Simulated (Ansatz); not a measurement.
Functionals compared on the (31-40) surface of hcp Os in its 1x1 cell, outermost plane spacing 0.22 Å in the ideal cut, in Ansatz (plane waves, PAW). The structure was relaxed with PBE; the other rows are single points on it, each with its references at the same level. Cutoff 420 eV (500 eV for r2SCAN).

Slab: 32 atoms, 10.1 Å thick at the start (thin: gaps and levels are the slab's own); k 9x4x1, smearing 0.1 eV, dipole-corrected; all atoms relaxed; start symmetry kept, larger cells not searched; no spin, no spin-orbit, no U. These notes are the PBE run's.

```json
[
 {"functional": "PBE", "surface energy (J/m²)": "3.92", "work function of the top face (eV)": "4.64", "rough cost of the single point": "–"},
 {"functional": "LDA", "surface energy (J/m²)": "4.55", "work function of the top face (eV)": "4.97", "rough cost of the single point": "about 10 core-minutes (a rough figure)"},
 {"functional": "PBEsol", "surface energy (J/m²)": "4.41", "work function of the top face (eV)": "4.74", "rough cost of the single point": "about 10 core-minutes (a rough figure)"},
 {"functional": "RPBE", "surface energy (J/m²)": "3.67", "work function of the top face (eV)": "4.48", "rough cost of the single point": "about 11 core-minutes (a rough figure)"},
 {"functional": "r2SCAN", "surface energy (J/m²)": "___", "work function of the top face (eV)": "___", "rough cost of the single point": "very roughly 18 core-minutes"}
]
```

Q: What belongs in the gaps?

A: 
- r2SCAN, surface energy (J/m²): 4.21
- r2SCAN, work function of the top face (eV): 4.65

Ansatz is a quantum-chemistry and plane-wave program.
